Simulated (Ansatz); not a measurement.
Start from SiGe in the wurtzite structure (space group P6_3mc, No. 186; a = 3.900 Å, c = 6.443 Å; a model cell, its experimental status unchecked).

Levels (all Ansatz, a program for electronic structure, PAW, earlier PAW set): PBEsol (420 eV, without spin-orbit coupling); r2SCAN (500 eV, no SOC).

The geometry is relaxed with PBEsol.

| Property | Value |
|---|---|
| PBEsol pressure | 0.00 GPa |
| PBEsol smallest direct gap | 0.40 eV |
| PBEsol width of the top valence band | 3.48 eV |
| PBEsol band gap | 0.35 eV |

With r2SCAN at the same geometry, the pressure goes from zero to 0.28 GPa; the smallest direct gap increases by 0.39 eV, from 0.40 eV to 0.79 eV; the width of the top valence band goes up by 0.12 eV, from 3.48 eV to 3.60 eV; the band gap grows by 0.307 eV (0.35 eV → 0.65 eV).

Single points use the geometry relaxed with PBEsol. Their cutoffs differ, which shifts pressures a little. No phonon test of stability was made.
